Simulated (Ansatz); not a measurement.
Consider the following.

```yaml
crystal:
  lattice:
    - [2.47298, 0.00000, 0.00000]
    - [-1.23649, 2.14167, 0.00000]
    - [0.00000, 0.00000, 4.09387]
  atoms:
    - { symbol: B, position: [0.33333, 0.66667, 0.00057] }
    - { symbol: B, position: [0.66667, 0.33333, 0.50057] }
    - { symbol: N, position: [0.33333, 0.66667, 0.37443] }
    - { symbol: N, position: [0.66667, 0.33333, 0.87443] }
```

Level of theory: PBE, rigid bands (plane waves, PAW, scalar-relativistic; Ansatz, a quantum-chemistry and plane-wave program). Condition of this run: hydrostatic pressure of 36 GPa (compression positive) (the target of the relaxation). How the cell was made: cell and atoms relaxed with PBEsol, then loaded as said.

### Question
Predict the hole conductivity mass (n e² τ/σ) at 300 K, by direction if it differs.

### Answer
0.83 (x), 0.83 (y), 1.24 (z) mₑ.

### Question
What conductivity effective mass do dilute electrons have at 300 K?

### Answer
0.49 (x), 0.49 (y), 0.30 (z) mₑ.

### Question
And the band gap?

### Answer
5.00 eV at this level; semilocal functionals usually fall short of the measured gap.

Rigid bands, one relaxation time for all states, no polarons. Spin-orbit coupling is left out. Geometry: cell and atoms relaxed with PBEsol.
